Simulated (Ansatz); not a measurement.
The starting structures come from a database of crystals and need not be the phases stable at ambient conditions.

By PBEsol, the system below comes out a metal.

The ballistic (Sharvin) conductance counts the channels at the Fermi level: G/A = (e²/h) × channels of both spins per area.

Given:

```
RuTa3
1.0
    4.55134     0.00000     0.00000
   -2.27567     3.94158     0.00000
    2.27567     1.31386     3.71616
Ta Ru
3 1
Cartesian
  2.27567   3.94158   2.78712
  2.27567   1.31386   0.92904
  0.00000   2.62772   1.85808
  0.00000   0.00000   0.00000
```

Space group of this cell: Fm-3m. The cell is taken as given; by PBEsol its mean pressure is -4.7 GPa.

The current flows along the normal of the first two printed cell vectors, the (111) plane of the conventional cell. No spin-orbit coupling; the value is a mean over 0.1 eV about the Fermi level.

Task: Estimate the ballistic conductance per area that PBEsol (Ansatz, an electronic-structure program) returns for this system.

Result: 0.73 × 10¹⁵ S/m² for both spins.
